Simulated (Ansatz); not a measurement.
BAs, response to strain

Base system: BAs in the zinc blende structure (space group F-43m, No. 216; a = 4.768 Å). Axes: x, y, z lie along the cube axes.

Strains are applied to the cell and any free atomic positions relax; under biaxial strain the out-of-plane vector relaxes too.

Calculations: Ansatz (a first-principles code), PBEsol, PAW, cutoff 420 eV, without spin-orbit coupling.

Notes on the quantities. energy relative to the base: free energy F.

```json
[
 {"biaxial strain, plane normal [111], relaxed out of plane (%)": "0", "energy relative to the base (meV/atom)": "0.0"},
 {"biaxial strain, plane normal [111], relaxed out of plane (%)": "0.42", "energy relative to the base (meV/atom)": "0.6"},
 {"biaxial strain, plane normal [111], relaxed out of plane (%)": "0.83", "energy relative to the base (meV/atom)": "2.1"},
 {"biaxial strain, plane normal [111], relaxed out of plane (%)": "1.25", "energy relative to the base (meV/atom)": "4.8"},
 {"biaxial strain, plane normal [111], relaxed out of plane (%)": "1.67", "energy relative to the base (meV/atom)": "8.4"},
 {"biaxial strain, plane normal [111], relaxed out of plane (%)": "2.08", "energy relative to the base (meV/atom)": "?"},
 {"biaxial strain, plane normal [111], relaxed out of plane (%)": "2.5", "energy relative to the base (meV/atom)": "18.5"}
]
```

### Question
Fit ΔE = Aε² + Bε³ (ε in %) to the rows shown and predict the withheld row.

### Answer
Least squares on the printed values gives A = 3.14 and B = -0.074 meV/atom (largest residual 0.1 meV/atom); this predicts 12.9 meV/atom, and the run gives 12.9 meV/atom, in agreement.

Whether these cells are dynamically stable was not tested.
